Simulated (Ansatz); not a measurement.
Start from CdF₂ in the fluorite structure (space group Fm-3m, No. 225; a = 5.3840 Å).

Computed with plane-wave PAW DFT at the PBEsol level (Ansatz, a program for electronic structure, 420 eV), without spin-orbit coupling.

For the base:

- Band gap = 2.94 eV
- Smallest direct gap = 3.43 eV
- Density = 6.40 g/cm³
- Gap character = indirect, W → Γ

It is then changed as follows: a hydrostatic pressure of 0.9 GPa.

**Question.** Predict the new band gap, smallest direct gap, density and gap character.

**Answer.** The band gap grows by 0.03 eV (2.94 eV → 2.97 eV); the smallest direct gap grows by 0.02 eV (3.43 eV → 3.45 eV); the density increases by 0.05 g/cm³, from 6.40 g/cm³ to 6.45 g/cm³; the gap character is still indirect, W → Γ.

Load acts through the strain it causes; cell and atoms are relaxed under it. No phonon test of stability was made.
